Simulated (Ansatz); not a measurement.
Base system: Rh in the diamond structure (space group Fd-3m, No. 227; a hypothetical phase, not in the database extracts checked; relaxed with 0.1 eV smearing).

```xyz
2
Lattice="0.0000 2.7179 2.7179 2.7179 0.0000 2.7179 2.7179 2.7179 0.0000" Properties=species:S:1:pos:R:3 pbc="T T T"
Rh     4.0769     4.0769     4.0769
Rh     2.7179     2.7179     2.7179
```

Cartesian axes are those of the cell as printed.

All numbers come from Ansatz (a first-principles code), PBEsol, PAW, cutoff 420 eV, no spin-orbit coupling.

Modification: uniaxial strain ε_yy = −1.48 %, all other strain components held at zero, atoms relaxed at fixed cell.

Task: Predict the stress tensor and what it implies for the stiffness.

Result: Stress of the strained cell less that of the base (GPa, compression positive):
```
    2.4     0.0     0.0
    0.0     2.1     0.0
    0.0     0.0     2.4
```

Then −Δσ_ii/ε with ε = -0.0148 gives secant stiffness values (nonlinear terms included at this strain): C22 ≈ 140 GPa, C12 ≈ 161 GPa and C23 ≈ 161 GPa.

An off-diagonal value above the diagonal one breaks a Born criterion: the base is elastically unstable at this level, or the strain is beyond its stable range.

Whether these cells are dynamically stable was not tested. The final runs are not spin-polarised. Rh has a high density of states at the Fermi level and may be magnetic at this level.
